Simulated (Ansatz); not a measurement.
Consider ZnO in the wurtzite structure (space group P6_3mc, No. 186; a = 3.279 Å, c = 5.294 Å).

Calculations: DFT with PBE, PAW potentials and a 420 eV plane-wave cutoff in Ansatz (a quantum-chemistry and plane-wave program), no SOC.

One change was made to it. Results:

```csv
quantity,base,after
electron mass,0.14 mₑ (at Γ),0.17 mₑ (at Γ)
gap character,direct at Γ,direct at Γ
shortest interatomic distance,199.9 pm,191.4 pm
```

Problem. Which of these changes matches the shifts?
A. pressure 22.5 GPa
B. pressure 4.5 GPa
C. pressure 0.9 GPa
D. pressure 9 GPa
E. pressure −1 GPa

Solution. A, pressure 22.5 GPa. For comparison, the electron mass in the other runs: pressure 4.5 GPa gives 0.14 mₑ (at Γ); pressure 9 GPa gives 0.15 mₑ (at Γ); pressure −1 GPa gives 0.13 mₑ (at Γ); pressure 0.9 GPa gives 0.14 mₑ (at Γ).

Load acts through the strain it causes; cell and atoms are relaxed under it. Masses are band curvatures over ±0.01 Å⁻¹ around the edge. No phonon test of stability was made. Measured, ZnO leaves this structure (for rock salt) near 9.1 GPa (temperature not stated; as listed in Datta, Sujoy, Jana, Debnarayan, arXiv (2020)), on rising pressure, with hysteresis.
